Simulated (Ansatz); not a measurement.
Reference: LiTaO₃ (R3c), PBEsol, rigid bands (plane waves, PAW, scalar-relativistic; Ansatz, a first-principles code); geometry: cell and atoms relaxed with PBEsol.

```xyz
10
Lattice="2.5698 1.4837 4.5906 -2.5698 1.4837 4.5906 0.0000 -2.9674 4.5906" Properties=species:S:1:pos:R:3 pbc="T T T"
Li     0.0000     0.0000     9.8831
Li     0.0000     0.0000     2.9972
Ta     0.0000     0.0000     0.0110
Ta     0.0000     0.0000     6.8969
O      1.0077     1.3161     5.9374
O     -1.6436     0.2146     5.9374
O      0.6359    -1.5307     5.9374
O     -0.6359     1.4367     8.2327
O      1.5621    -0.1676     8.2327
O     -0.9262    -1.2691     8.2327
```

- band gap = 3.79 eV
- electron conductivity mass = 1.25 mₑ
- hole conductivity mass = 3.1 mₑ
- Seebeck coefficient, n-type 1e19 cm⁻³ = -498 μV/K

Question: Swap Ta for Nb, keeping the structure type. How do these values move?

Answer: LiNbO3 (R3c): volume per atom 10.5 to 10.5 Å³; band gap falls (3.79 eV to 3.50 eV); electron conductivity mass rises (1.25 mₑ to 1.64 mₑ); hole conductivity mass rises (3.1 mₑ to 3.6 mₑ); Seebeck coefficient, n-type 1e19 cm⁻³ rises in size (-498 μV/K to -566 μV/K).

Moves up to 5 % count as about the same. Masses are for dilute carriers at 300 K, harmonic means over directions unless an axis is named. Seebeck coefficients are for the stated density at 300 K, with one relaxation time for all states and whether or not that doping can be reached. Spin-orbit coupling is left out.

The missing spin-orbit coupling matters most for LiTaO3 (R3c).
